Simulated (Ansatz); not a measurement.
Checking a run of Ansatz (a program for electronic structure) on CaBiAu₄ (F-43m, 6 atoms in the cell). The aim is a self-consistent single point with DFT, PBEsol, plane waves, default PAW files made with PBE.

Input as run:

Ansatz 0.2 input:
```yaml
crystal:
  lattice:
    - [0.000000, 4.018284, 4.018284]
    - [4.018284, 0.000000, 4.018284]
    - [4.018284, 4.018284, 0.000000]
  atoms:
    - { symbol: Ca, position_ang: [6.027426, 6.027426, 6.027426] }
    - { symbol: Bi, position_ang: [0.000000, 0.000000, 0.000000] }
    - { symbol: Au, position_ang: [5.019801, 3.016767, 5.019801] }
    - { symbol: Au, position_ang: [3.016767, 3.016767, 3.016767] }
    - { symbol: Au, position_ang: [3.016767, 5.019801, 5.019801] }
    - { symbol: Au, position_ang: [5.019801, 5.019801, 3.016767] }
basis:
  ecutwfc: 145.0
kpoints:
  mp_grid:
    grid: [7, 7, 7]
hamiltonian:
  xc: pbesol
  pseudopotentials:
    kind: paw
scf:
  occupations:
    method: fermi_dirac
    width: 0.1
output:
  forces: true
  eigenvalues: true
  stress: true
```

The program printed (abridged):

```
WARN basis.ecutwfc = 145 eV is below the records' recommended cutoff, and the density's cutoff is lower with it unless basis.ecutrho_ratio is high enough to …
   [... lines left out ...]
Bands: 61, of which v1, the nominal top of the filled ones, is band 51 counted from 1 (50 counted from 0)
Symmetry: 24 space group operations
Space group: F-43m (ITA 216), of the structure as read, at distance tolerance 5.1e-5 Å
k-points: 20 of 343 (time reversal used)
PAW frozen core: Ca, regenerated for the run's functional, and the local potential with it
PAW frozen core: Bi, regenerated for the run's functional, and the local potential with it
PAW frozen core: Au, regenerated for the run's functional, and the local potential with it
Initial density: superposition of atomic densities (neutral atoms: chi_scale 0, normalization atom), corrected by the library's trained network
Initial wavefunctions: pseudopotential atomic-orbital guess
Eigensolver: davidson
Functional: x = pbesol(κ = 0.804, μ = 0.12345679012345678), c = pbesol(β = 0.046)
SCF iter   1: F=—  HF=-65801.554927 eV  |F-HF|=—  |Δ(HF+E_count)|=         —  Δρ=3.92e-1  dr2=1.53e2  ethr=1.77e-3  ⟨swp⟩=6.2  Hψ=4692  notcnv=0  defer=10
all-band conjugate gradients solve this SCF's bands
preconditioner: auto → Kerker (q_TF=auto, 2.617 Å⁻¹)
SCF iter   2: F=—  HF=-65755.117168 eV  |F-HF|=—  |Δ(HF+E_count)|=    4.64e1  Δρ=2.27e-1  dr2=5.13e1  ethr=1.77e-3  ⟨swp⟩=3.0  Hψ=3288  notcnv=0  defer=29
   [... lines left out ...]
SCF iter   8: F=—  HF=-65730.904701 eV  |F-HF|=—  |Δ(HF+E_count)|=   7.01e-5  Δρ=6.53e-5  dr2=1.51e-5  ethr=2.17e-7  ⟨swp⟩=2.0  Hψ=1812  notcnv=0  defer=47
SCF iter   9: F=—  HF=-65730.903663 eV  |F-HF|=—  |Δ(HF+E_count)|=   1.04e-3  Δρ=2.92e-5  dr2=2.17e-6  ethr=1.49e-8  ⟨swp⟩=2.0  Hψ=1880  notcnv=0  defer=47
SCF iter  10: F=-65730.903663 eV  HF=-65730.903663 eV  |F-HF|=4.95e-8  |Δ(HF+E_count)|=   5.37e-7  Δρ=5.39e-6  dr2=6.94e-8  ethr=9.90e-11  ⟨swp⟩=7.7  Hψ=5395  notcnv=0
SCF 1 converged in 10 iterations: F = -65730.903663 eV  dr2 = 6.94e-8
Free energy (F): -65730.903663 eV
Internal energy: -65730.847489 eV  (E = F + TS)
E sigma→0 (E₀):  -65730.875576 eV
Entropy (-TS):   -0.056174 eV (-9.362 meV/atom)
Fermi energy:    15.765173 eV
--- Forces (eV/Å), atoms counted from 1 ---
  atom   1  Ca    -0.00000000     0.00000000     0.00000000
  atom   2  Bi    -0.00000000     0.00000000     0.00000000
  atom   3  Au     0.42456952    -0.42456952     0.42456952
  atom   4  Au    -0.42456952    -0.42456952    -0.42456952
  atom   5  Au    -0.42456952     0.42456952     0.42456952
  atom   6  Au     0.42456952     0.42456952    -0.42456952
--- Stress (GPa, compression-positive) ---
       -9.814676       0.000000      -0.000000
       -0.000000      -9.814676       0.000000
       -0.000000       0.000000      -9.814676
  P = ⅓ Tr σ = -9.8147 GPa (-98.147 kbar)
  The stress holds the Pulay correction. Without it, at fixed plane waves, as pw.x and ABINIT print it: P = -1357.2714 GPa
```

Problem. Is anything amiss in this input, and did it matter?

Solution. The run is not sound. The fault is a basis or grid far too coarse for these potentials. The error of an incomplete plane-wave basis or grid does not cancel at such settings. To fix it, restore the cutoff that the potentials need and check convergence. The run converged in 10 iterations without an error; against the sound input the free energy rises by 56.0 eV/atom, the pressure goes from -4.35 to -9.81 GPa and the largest force goes from 0.002 to 0.735 eV/Å. At a fixed set of plane waves, without the program's Pulay estimate, the pressure is -1357.27 GPa against -4.39 GPa.

An input that runs soundly differs in these lines (not the only fix; some lines may just follow from the change or write a value another way):
```diff
-basis:
-  ecutwfc: 145.0
```

With that input, the run converged in 8 iterations: free energy E − TS (on the zero of these files) -66066.6762 eV; Fermi level (on the code's own zero) 14.97 eV; pressure -4.35 GPa; largest force (vector length) 0.002 eV/Å (DFT, PBEsol, plane waves, default PAW files made with PBE).

On the sound input: the starting cell comes from a database of computed structures (which also holds hypothetical and non-ambient phases and stackings), without a prior relaxation at this level. Its lattice was rescaled by a random factor within 2.5 % of one. Spin-orbit coupling is off. With a pressure of about -4 GPa the cell is away from its equilibrium volume at this level. Ansatz's pressure includes its estimate of the finite-basis (Pulay) stress.
